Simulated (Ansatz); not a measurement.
The reference is ZnS in the zinc blende structure (space group F-43m, No. 216; a = 5.443 Å).

All numbers come from Ansatz (a quantum-chemistry and plane-wave program), PBE, PAW, cutoff 420 eV, no SOC.

Now apply this change: every S is replaced by Se; the structure is relaxed again.

Measured band gap: ZnS 3.94 eV (static lattice; corrected from measurement; as listed in Wei Chen et al., Physical Review Materials (2018)); ZnSe 2.87 eV (static lattice; corrected from measurement; as listed in Wei Chen et al., Physical Review Materials (2018)).

Measured lattice parameter a: ZnS 5.41 Å (room temperature; as listed in Martin Albrecht, Beate Paulus, Hermann Stoll, Phys. Rev. B (1997)); ZnSe 5.6676 Å (room temperature; as listed in Martin Albrecht, Beate Paulus, Hermann Stoll, Phys. Rev. B (1997)).

How well does PBE reproduce the measured shift?

With PBE the band gap moves by -0.86 eV (2.02 → 1.15) against -1.07 eV measured; the lattice parameter a moves by +0.290 Å (5.443 → 5.733) against +0.258 Å measured.

No phonon test of stability was made.
